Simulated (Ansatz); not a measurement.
LuI₃ (model structure, started from the ReO3 type, Pm-3m, No. 221, 4 atoms in the cell) was calculated with PBE in Ansatz (plane waves, PAW).

Settings: plane-wave cutoff 520 eV, 6×6×6 k mesh, Fermi–Dirac smearing 0.01 eV, scalar-relativistic PAW data made under PBE.

Cell (relaxed with PBEsol):

```xyz
4
Lattice="5.8435 0.0000 0.0000 0.0000 5.8435 0.0000 0.0000 0.0000 5.8435" Properties=species:S:1:pos:R:3 pbc="T T T"
Lu     0.0000     0.0000     0.0000
I      2.9218     0.0000     0.0000
I      0.0000     0.0000     2.9218
I      0.0000     2.9218     0.0000
```

Problem. What does this level give for the band gap and smallest direct gap on the k points sampled?

Solution. 
band gap: 2.23 eV
smallest direct gap on the k points sampled: 2.73 eV

Note: the relaxation could raise the start's symmetry but not lower it, so the cell can be a saddle point; cell and atoms aren't relaxed at this level (pressure 1.3 GPa).

Spin–orbit coupling is not included; with these elements it can move the gap by several tenths of an eV or more.

Computed values are for the static lattice.

A model structure was made by putting elements into a prototype or built by hand; it is no filed structure, need not be a known phase, and can be a saddle point held by its symmetry.

Ansatz is a first-principles code.
